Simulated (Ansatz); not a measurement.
## Element substitutions in hypothetical zinc blende KCl

Take KCl in the zinc blende structure (space group F-43m, No. 216; a = 7.069 Å; a hypothetical phase, not in the database extracts checked) as the base.

Each row replaces one element on all its sites; cell and atoms are relaxed.

Method: Kohn–Sham DFT with the PBE functional, run in Ansatz (an electronic-structure program) with PAW and 420 eV plane waves, no SOC.

```json
[
 {"variant": "base", "lattice parameter a": "7.069 Å", "gap character": "indirect, X → Γ", "band gap": "4.73 eV", "electron mass": "0.55 mₑ (at Γ)"},
 {"variant": "K → Cs", "lattice parameter a": "7.821 Å", "gap character": "indirect, W → Γ", "band gap": "4.33 eV", "electron mass": "0.54 mₑ (at Γ)"},
 {"variant": "K → Li", "lattice parameter a": "5.516 Å", "gap character": "direct at Γ", "band gap": "5.96 eV", "electron mass": "0.52 mₑ (at Γ)"},
 {"variant": "Cl → Br", "lattice parameter a": "7.440 Å", "gap character": "indirect, L → Γ", "band gap": "4.24 eV", "electron mass": "0.50 mₑ (at Γ)"},
 {"variant": "Cl → I", "lattice parameter a": "7.990 Å", "gap character": "direct at Γ", "band gap": "3.90 eV", "electron mass": "0.46 mₑ (at Γ)"}
]
```

Spin-orbit coupling, missing from the scalar runs, can matter with I. Masses are band curvatures over ±0.01 Å⁻¹ around the edge. No phonon test of stability was made. As relaxed here, CsCl, LiCl, KBr and KI are hypothetical phases, not in the database extracts checked.
